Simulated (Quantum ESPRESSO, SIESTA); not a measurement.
A SIESTA input for a self-consistent single point of BaIn3Pt (I4mm, 5 atoms in the cell) (DFT, LDA PW92, numerical atomic orbitals DZP, PseudoDojo LDA standard norm-conserving potentials (rewritten from UPF to PSML)):

```
# files in the folder: Ba.psml In.psml Pt.psml (PseudoDojo LDA standard)
SystemName  BaIn3Pt
SystemLabel BaIn3Pt

NumberOfAtoms                5
NumberOfSpecies              3
%block ChemicalSpeciesLabel
  1 56 Ba
  2 49 In
  3 78 Pt
%endblock ChemicalSpeciesLabel
LatticeConstant              1.0 Bohr
%block LatticeVectors
    -4.517159754    4.517159754   10.976914501
     4.517159754   -4.517159754   10.976914501
     4.517159754    4.517159754  -10.976914501
%endblock LatticeVectors
AtomicCoordinatesFormat      Fractional
%block AtomicCoordinatesAndAtomicSpecies
     0.997380000    0.997380000    0.000000000  1
     0.738080000    0.238080000    0.500000000  2
     0.238080000    0.738080000    0.500000000  2
     0.398900000    0.398900000    0.000000000  2
     0.627570000    0.627570000    0.000000000  3
%endblock AtomicCoordinatesAndAtomicSpecies

XC.functional                LDA
XC.authors                   PW92
PAO.BasisSize                DZP
PAO.EnergyShift              0.01 Ry
MeshCutoff                   350 Ry
%block kgrid.MonkhorstPack
    5   0   0  0.0
    0   5   0  0.0
    0   0   5  0.0
%endblock kgrid.MonkhorstPack
OccupationFunction           MP
OccupationMPOrder            0
ElectronicTemperature        0.05 eV

MaxSCFIterations             150
SCF.Mixer.Method             Pulay
SCF.Mixer.Weight             0.2
SCF.Mixer.History            6
SCF.DM.Tolerance             1.0E-05
Diag.ParallelOverK           true
WriteForces                  true
```

**Question.** Give the Quantum ESPRESSO input for the same structure, mesh, smearing and functional.

**Answer.** One input that does it (others would too):

```fortran
&control
  calculation = 'scf'
  prefix = 'scf'
  outdir = './work'
  pseudo_dir = './'
  tprnfor = .true.
  tstress = .true.
/
&system
  ibrav = 7
  celldm(1) = 9.0343195087
  celldm(3) = 2.430047883640
  nat = 5
  ntyp = 3
  ecutwfc = 40
  ecutrho = 320
  occupations = 'smearing'
  smearing = 'gauss'
  degauss = 0.0036749
/
&electrons
  conv_thr = 1.0d-10
  mixing_beta = 0.7
/
ATOMIC_SPECIES
Ba   137.3270  ba_lda_v1.uspp.F.UPF
In   114.8180  in_lda_v1.4.uspp.F.UPF
Pt   195.0840  pt_lda_v1.4.uspp.F.UPF
ATOMIC_POSITIONS angstrom
Ba    0.0000000000    0.0000000000   11.5870282391
In   -2.3903780000    0.0000000000    2.7658863053
In    0.0000000000    2.3903780000    2.7658863053
In    0.0000000000    0.0000000000    4.6342071874
Pt    0.0000000000    0.0000000000    7.2907731376
K_POINTS automatic
5 5 5  0 0 0
```

Basis, cutoffs, solver keys and any potentials are the target program's own. This input uses DFT, LDA (PZ), plane waves, GBRV 1.5 ultrasoft (LDA) pseudopotentials. LDA parametrisations can differ slightly between programs.

The starting cell comes from a database of computed structures (which also holds hypothetical and non-ambient phases and stackings), without a prior relaxation at this level. Its lattice was rescaled by a random factor within 2.5 % of one. For this run, on top of that: lattice scaled by 0.98.
